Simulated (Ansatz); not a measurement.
# AlN: response to strain

The reference is AlN in the zinc blende structure (space group F-43m, No. 216).

```cif
data_AlN
_chemical_formula_sum 'Al1 N1'
_space_group_name_H-M_alt 'P 1'
_space_group_IT_number 1
_cell_length_a 3.08988
_cell_length_b 3.08988
_cell_length_c 3.08988
_cell_angle_alpha 60.000
_cell_angle_beta 60.000
_cell_angle_gamma 60.000
loop_
_space_group_symop_operation_xyz
  'x, y, z'
loop_
_atom_site_label
_atom_site_type_symbol
_atom_site_fract_x
_atom_site_fract_y
_atom_site_fract_z
_atom_site_occupancy
Al1 Al 0.00000 0.00000 0.00000 1
N1 N 0.25000 0.25000 0.25000 1
```

Strains are applied to the cell and any free atomic positions relax.

Method: r2SCAN (Ansatz, an electronic-structure program, PAW, no SOC).

Notes on the quantities. energy relative to the base: free energy F.

```
variant                   energy relative to the base  volume per atom    pressure  band gap  smallest direct gap
------------------------  ---------------------------  ---------------  ----------  --------  -------------------
base                                       0 meV/atom         10.43 Å³    0.01 GPa   3.94 eV              4.84 eV
isotropic strain +0.50 %                +1.5 meV/atom         10.59 Å³   -3.05 GPa   3.93 eV              4.70 eV
isotropic strain +1.00 %                +6.0 meV/atom         10.75 Å³   -5.92 GPa   3.92 eV              4.57 eV
isotropic strain +1.50 %                 +13 meV/atom         10.91 Å³   -8.62 GPa   3.90 eV              4.43 eV
isotropic strain +2.00 %                 +23 meV/atom         11.07 Å³  -11.14 GPa   3.89 eV              4.30 eV
isotropic strain +2.50 %                 +36 meV/atom         11.23 Å³  -13.50 GPa   3.88 eV              4.17 eV
isotropic strain +3.00 %                          ___         11.40 Å³         ___       ___                  ___
```

Q: What belongs in the blanks?

A: 
- isotropic strain +3.00 %, energy relative to the base: +51 meV/atom
- isotropic strain +3.00 %, pressure: -15.71 GPa
- isotropic strain +3.00 %, band gap: 3.86 eV
- isotropic strain +3.00 %, smallest direct gap: 4.04 eV

No phonon test of stability was made. This is not the structure that AlN has at room temperature and ambient pressure.
